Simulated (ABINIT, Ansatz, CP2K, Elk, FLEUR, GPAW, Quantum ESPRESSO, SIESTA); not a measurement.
**SnTe (Fm-3m, 2 atoms in the cell) computed with different codes at matched settings**

Self-consistent single point, at a second geometry (lattice scaled by 0.98). First geometry:

```
SnTe
1.0
    0.00000     3.09364     3.09364
    3.09364     0.00000     3.09364
    3.09364     3.09364     0.00000
Sn Te
1 1
Direct
  0.00000   0.00000   0.00000
  0.50000   0.50000   0.50000
```

Shared settings, as Ansatz (a first-principles code) writes them: kpoints.mp_grid.grid = 5 5 5; scf.occupations.method = fermi_dirac; scf.occupations.width = 0.01 eV. Potentials and cutoffs stand in the table.

| code | model | ΔF from the first geometry (meV/atom) | pressure (GPa) | cutoff |
|---|---|---|---|---|
| GPAW | PBE, GPAW PAW datasets PBE (gpaw-data 1.0.1) | 74.7 | 8.99 | 600 eV |
| Elk | PBE, all-electron FP-LAPW, Elk's shipped species files, APW+lo basis with extra local orbitals | 76.9 | – | rgkmax 7.5 |
| Ansatz | PBE, default PAW files | 78.6 | 9.39 | 420 eV |
| ABINIT | PBE, norm-conserving pseudopotentials (PseudoDojo nc-sr-05 PBE standard) | 77.8 | 9.33 | 1116 eV |
| FLEUR | PBE, all-electron FLAPW (FLEUR), scalar-relativistic valence | 79.2 | – | Kmax 3.8 1/bohr |
| Quantum ESPRESSO | PBE, SSSP 1.1.2 precision (PBE) pseudopotentials | 77.2 | 9.14 | 50 Ry |
| CP2K | PBE, GPW, DZVP-MOLOPT-SR-GTH basis, GTH-PBE potentials (GTH_POTENTIALS) | 91.8 | 10.79 | grid 400 Ry |
| SIESTA | GGA PBE, numerical atomic orbitals DZP, PseudoDojo PBE standard norm-conserving potentials (rewritten from UPF to PSML) | 94.5 | 10.91 | grid 300 Ry |

A dash marks a value that a program does not give, or that is left out as unsure.

On Ansatz's run: spin-orbit coupling is off.

The spread over the programs that give each value: ΔF from the first geometry within 19.8 meV/atom; pressure within 1.92 GPa.

CP2K and SIESTA use small atom-centred bases, whose incompleteness enters pressures, forces and empty levels differently from a plane-wave cutoff. Elk and FLEUR treat all electrons, but the usual bases taken here (sphere radii, linearisation, local orbitals, empty states) were not tested for convergence, so the values are no reference for the others. Ansatz's pressure is given at a fixed set of plane waves, as the other plane-wave codes print theirs; with its correction for the finite basis it is 9.43 GPa. In the pressure, CP2K (by 1.56) and SIESTA (by 1.68) lie more than 1 GPa from the median of the plane-wave programs.

This mesh misses zone-boundary points where a band edge of such crystals can lie, so no gaps are given.

The starting cell has typed, rounded lattice constants, without a prior relaxation at this level. Its lattice was rescaled by a random factor within 2.5 % of one. For this run, on top of that: lattice scaled by 0.98.

Keys are those of Ansatz 0.2.
